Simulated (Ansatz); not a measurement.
Consider AlN in the wurtzite structure (space group P6_3mc, No. 186; a = 3.089 Å, c = 4.943 Å). Axes: x lies along a and z along c of the hexagonal cell.

All numbers come from Ansatz (an electronic-structure program) LDA, scalar-relativistic without spin-orbit coupling.

Before the change:

- Width of the top valence band: 2.44 eV
- Band gap: 4.42 eV
- Electron mass: 0.32 mₑ (at Γ)

One thing is altered: tensile biaxial strain of 3.00 % in the plane normal to [001], as in epitaxy on a mismatched substrate; the out-of-plane cell vector and the atoms relax.

How does this affect the width of the top valence band, band gap and electron mass?

The width of the top valence band grows by 0.11 eV (2.44 eV → 2.55 eV); the band gap shrinks by 0.621 eV to 3.79 eV; the electron mass becomes 0.31 mₑ out of plane, 0.29 mₑ in plane (at Γ) (base: 0.32 mₑ (at Γ)).

Masses are band curvatures over ±0.01 Å⁻¹ around the edge. No phonon test of stability was made.
